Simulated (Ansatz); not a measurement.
Reference: InP (F-43m), r2SCAN, rigid bands (plane waves, PAW, scalar-relativistic; Ansatz, a program for electronic structure); geometry: cell and atoms relaxed with PBEsol.

```yaml
crystal:
  lattice:
    - [0.00000, 2.93940, 2.93940]
    - [2.93940, 0.00000, 2.93940]
    - [2.93940, 2.93940, 0.00000]
  atoms:
    - { symbol: In, position: [0.00000, 0.00000, 0.00000] }
    - { symbol: P, position: [0.25000, 0.25000, 0.25000] }
```

- band gap: 1.11 eV
- electron conductivity mass: 0.089 mₑ
- Seebeck coefficient, n-type 1e19 cm⁻³: -58 μV/K

Task: Replace In by B on the same sites and relax. What happens?

Result: BP (F-43m): volume per atom 25.4 to 11.5 Å³; band gap rises (1.11 eV to 1.39 eV); electron conductivity mass rises (0.089 mₑ to 0.32 mₑ); Seebeck coefficient, n-type 1e19 cm⁻³ rises in size (-58 μV/K to -336 μV/K).

Task: Swap In for Ga, keeping the structure type. How do these values move?

Result: GaP (F-43m): volume per atom 25.4 to 20.1 Å³; band gap rises (1.11 eV to 1.84 eV); electron conductivity mass rises (0.089 mₑ to 0.34 mₑ); Seebeck coefficient, n-type 1e19 cm⁻³ rises in size (-58 μV/K to -328 μV/K).

Moves up to 5 % count as about the same. Masses are for dilute carriers at 300 K, harmonic means over directions unless an axis is named. Seebeck coefficients are for the stated density at 300 K, with one relaxation time for all states and whether or not that doping can be reached. Spin-orbit coupling is left out.
